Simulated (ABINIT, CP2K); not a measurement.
A CP2K input for a self-consistent single point of K2Se (Fm-3m, 3 atoms in the cell) (DFT LDA (Pade form), GPW, DZVP-MOLOPT-SR-GTH basis, GTH-PADE potentials (GTH_POTENTIALS)):

```
&GLOBAL
  PROJECT run
  RUN_TYPE ENERGY_FORCE
  PRINT_LEVEL LOW
&END GLOBAL
&FORCE_EVAL
  METHOD Quickstep
  STRESS_TENSOR ANALYTICAL
  &DFT
    BASIS_SET_FILE_NAME BASIS_MOLOPT
    POTENTIAL_FILE_NAME GTH_POTENTIALS
    &QS
      METHOD GPW
      EPS_DEFAULT 1E-10
    &END QS
    &MGRID
      CUTOFF 500
      REL_CUTOFF 60
      NGRIDS 5
    &END MGRID
    &SCF
      SCF_GUESS ATOMIC
      EPS_SCF 1E-6
      MAX_SCF 100
      ADDED_MOS 5
      &DIAGONALIZATION
        ALGORITHM STANDARD
      &END DIAGONALIZATION
      &MIXING
        METHOD BROYDEN_MIXING
        ALPHA 0.3
        NBUFFER 12
        BETA 1.5
      &END MIXING
    &END SCF
    &KPOINTS
      SCHEME MACDONALD 8 8 8 0.0625 0.0625 0.0625
    &END KPOINTS
    &XC
      &XC_FUNCTIONAL PADE
      &END XC_FUNCTIONAL
    &END XC
    &PRINT
      &MO
        EIGENVALUES T
        OCCUPATION_NUMBERS T
        NDIGITS 8
        FILENAME mo
        &EACH
          QS_SCF 0
        &END EACH
        ADD_LAST NUMERIC
      &END MO
      &MULLIKEN OFF
      &END MULLIKEN
    &END PRINT
  &END DFT
  &SUBSYS
    &CELL
      ABC 5.42486000 5.42485950 5.42485942
      ALPHA_BETA_GAMMA 59.99999747 59.99999647 59.99999698
      PERIODIC XYZ
    &END CELL
    &COORD
      K        2.71243000     1.56602200     1.10734475
      K        8.13729000     4.69806600     3.32203425
      Se       0.00000000     0.00000000     0.00000000
    &END COORD
    &KIND K
      BASIS_SET DZVP-MOLOPT-SR-GTH-q9
      POTENTIAL GTH-PADE-q9
    &END KIND
    &KIND Se
      BASIS_SET DZVP-MOLOPT-SR-GTH-q6
      POTENTIAL GTH-PADE-q6
    &END KIND
  &END SUBSYS
  &PRINT
    &FORCES ON
    &END FORCES
    &STRESS_TENSOR ON
    &END STRESS_TENSOR
  &END PRINT
&END FORCE_EVAL
```

Give the ABINIT input for the same structure, mesh, smearing and functional.

One input that does it (others would too):

```
# K2Se, PseudoDojo nc-sr-04 LDA standard
pp_dirpath "./"
pseudos "K.upf, Se.upf"
acell 3*1.0 Angstrom
rprim
        -0.0000000000    3.8359550000    3.8359550000
         3.8359550000    0.0000000000    3.8359550000
         3.8359550000    3.8359550000   -0.0000000000
natom 3
ntypat 2
znucl 19 34
typat 1 1 2
xcart
         1.9179775000    1.9179775000    1.9179775000
         5.7539325000    5.7539325000    5.7539325000
         0.0000000000    0.0000000000    0.0000000000
      Angstrom
ecut 43
ixc 7
occopt 1
nband 21
kptopt 1
ngkpt 8 8 8
nshiftk 1
shiftk 0 0 0
nstep 60
toldfe 1.0e-09
diemac 6
prtwf 0
prtden 0
```

Basis, cutoffs, solver keys and any potentials are the target program's own. This input uses DFT, LDA (PW92), plane waves, norm-conserving pseudopotentials (PseudoDojo nc-sr-04 LDA standard). LDA parametrisations can differ slightly between programs. Both were run: pressure -1.34 GPa in CP2K and -1.47 in ABINIT; gap on the mesh 1.965 eV in CP2K and 1.899 in ABINIT.

On ABINIT: the starting cell comes from a database of computed structures (which also holds hypothetical and non-ambient phases and stackings), without a prior relaxation at this level.

On CP2K: the starting cell comes from a database of computed structures (which also holds hypothetical and non-ambient phases and stackings), without a prior relaxation at this level. Values carry the incompleteness of an atom-centred basis.
